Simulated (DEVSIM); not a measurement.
**Si p-i-n diode**

Structure: Si p-i-n diode, at 300 K.

| layer (left to right) | material | thickness (μm) | Nd (cm⁻³) | Na (cm⁻³) | τn (s) | τp (s) |
|---|---|---|---|---|---|---|
| 1 | Si | 0.680 | - | 8.9e17 | 1.7e-7 | 1.7e-7 |
| 2 | Si | 34.0 | 2.1e13 | - | 1.7e-7 | 1.7e-7 |
| 3 | Si | 0.650 | 1.2e17 | - | 1.7e-7 | 1.7e-7 |

Left contact: ohmic. Right contact: ohmic. Voltage is applied to the left contact. Recombination: SRH at mid-gap. Gap narrowing is on: ΔEg = 6.92 meV × (l + √(l² + 0.5)), l = ln(N/1.3e17 cm⁻³), shared equally by both band edges. Mobility is constant in doping.

Constants are typed, rounded textbook-type inputs, not results; the design itself was drawn at random and stands for no fabricated device. Values at 300 K.

| parameter | Si |
|---|---|
| gap (eV) | 1.124 |
| affinity (eV) | 4.05 |
| permittivity | 11.7 |
| Nc (cm⁻³) | 2.86e19 |
| Nv (cm⁻³) | 3.1e19 |
| μn (cm²/Vs) | 1417 |
| μp (cm²/Vs) | 470 |

Simulated with DEVSIM: 1D drift-diffusion, Boltzmann statistics, complete ionisation; no tunnelling, impact ionisation, image-force lowering or self-heating.

The potential step across the device at zero bias is 0.875 V. The dark forward voltage at 1 A/cm² is 0.589 V. The dark forward voltage at 100 A/cm² is 0.837 V.

Dark forward current:

(V (V), J (A/cm²)): (0.05, 8.6e-7); (0.10, 3.4e-6); (0.20, 4.8e-5); (0.25, 0.00021); (0.30, 0.0010); (0.40, 0.019); (0.45, 0.058); (0.50, 0.16); (0.60, 1.3); (0.65, 3.7); (0.70, 11); (0.75, 28); (0.85, 120); (0.90, 200); (0.95, 320); (1.05, 650); (1.10, 870); (1.15, 1100); (1.25, 1800); (1.30, 2100)
